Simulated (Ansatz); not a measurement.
Start from SiO₂ (space group P3_221, No. 154; a = 5.020 Å, c = 5.509 Å).

(Cell as relaxed with PBE.)

Levels (all Ansatz, a first-principles code, PAW, earlier PAW set): PBE (420 eV, no spin-orbit coupling); r2SCAN (500 eV, no spin-orbit coupling).

Each level relaxes its own structure.

```csv
base,PBE,r2SCAN
volume per atom,13.36 Å³,12.62 Å³
lattice parameter a,5.020 Å,4.920 Å
```

It is then changed as follows: cell and atoms relaxed at a pressure of 30 GPa.

```json
[
 {"quantity": "c/a ratio", "PBE": "1.185", "r2SCAN": "___"},
 {"quantity": "lattice parameter a", "PBE": "4.314 Å", "r2SCAN": "___"}
]
```

Task: What does r2SCAN give?

Result: 
- c/a ratio, r2SCAN: 1.183
- lattice parameter a, r2SCAN: 4.292 Å

PBE's c/a ratio lies 0.002 above r2SCAN's; PBE's lattice parameter a lies 0.022 Å above r2SCAN's (0.5 %). Neither level is exact; r2SCAN is the comparison here, not a measurement.

Load acts through the strain it causes; cell and atoms are relaxed under it. Whether these cells are dynamically stable was not tested. Competing high-pressure phases were not computed.
